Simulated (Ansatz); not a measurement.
Os, response to strain

Take Os in the hcp (Mg type) structure (space group P6_3/mmc, No. 194; a = 2.729 Å, c = 4.309 Å; relaxed with 0.1 eV smearing) as the base. Axes: x lies along a and z along c of the hexagonal cell.

Strains are applied to the cell and any free atomic positions relax.

Calculations: plane-wave PAW DFT at the PBEsol level (Ansatz, a quantum-chemistry and plane-wave program, 420 eV), no SOC.

Notes on the quantities. energy relative to the base: free energy F.

```tsv
uniaxial strain ε_zz (%)	energy relative to the base (meV/atom)
-3	37.0
-2.5	25.4
-2	16.0
-1.5	8.9
-1	?
-0.5	1.0
0	0.0
```

Question: Fit ΔE = Aε² + Bε³ (ε in %) to the rows shown and predict the withheld row.

Answer: Least squares on the printed values gives A = 3.80 and B = -0.10 meV/atom (largest residual 0.0 meV/atom); this predicts 3.9 meV/atom, and the run gives 3.9 meV/atom, in agreement.

Stability against distortions was not tested. The final runs are not spin-polarised.
